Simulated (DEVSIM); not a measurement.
## abrupt Si p-n junction

System: abrupt Si p-n junction, at 300 K.

```
layer (left to right)  material  thickness (μm)  Nd (cm⁻³)  Na (cm⁻³)   τn (s)   τp (s)
---------------------  --------  --------------  ---------  ---------  -------  -------
1                            Si           0.810          -     2.9e15  0.00024  0.00024
2                            Si             250     7.1e17          -  0.00024  0.00024
```

Left contact: ohmic. Right contact: ohmic. Voltage is applied to the left contact. Recombination: SRH at mid-gap, radiative, Auger. Mobility is constant in doping.

Constants are typed, rounded textbook-type inputs, not results; the design itself was drawn at random and stands for no fabricated device. Values at 300 K.

```csv
parameter,Si
gap (eV),1.124
affinity (eV),4.05
permittivity,11.7
Nc (cm⁻³),2.86e19
Nv (cm⁻³),3.1e19
μn (cm²/Vs),1417
μp (cm²/Vs),470
B (cm³/s),4.7e-15
Cn (cm⁶/s),2.8e-31
Cp (cm⁶/s),9.9e-32
```

DEVSIM, 1D drift-diffusion, Boltzmann statistics, complete ionisation; no tunnelling, impact ionisation, image-force lowering or self-heating.

The potential step across the device at zero bias is 0.789 V, the largest field in the device at zero bias is 50000 V/cm and the dark forward voltage at 1 A/cm² comes out as 0.497 V. The dark forward voltage at 100 A/cm² is 0.644 V.

Dark forward current:

```csv
V (V),J (A/cm²)
0.05,5.2e-8
0.10,3.8e-7
0.15,2.5e-6
0.20,1.6e-5
0.25,0.00010
0.30,0.00067
0.35,0.0043
0.40,0.028
0.45,0.18
0.50,1.1
0.60,34
0.65,120
0.70,260
0.75,460
0.80,680
0.85,930
0.90,1200
0.95,1500
1.00,1700
1.05,2000
```

Small-signal capacitance in reverse bias (quasi-static):

| V (V) | C (nF/cm²) |
|---|---|
| -0.4 | 14.9 |
| -1 | 13.1 |
| -2 | 12.8 |
| -3 | 12.7 |
| -4 | 12.7 |
| -6 | 12.7 |
| -8 | 12.6 |
| -10 | 12.6 |
| -13 | 12.5 |
| -16 | 12.5 |
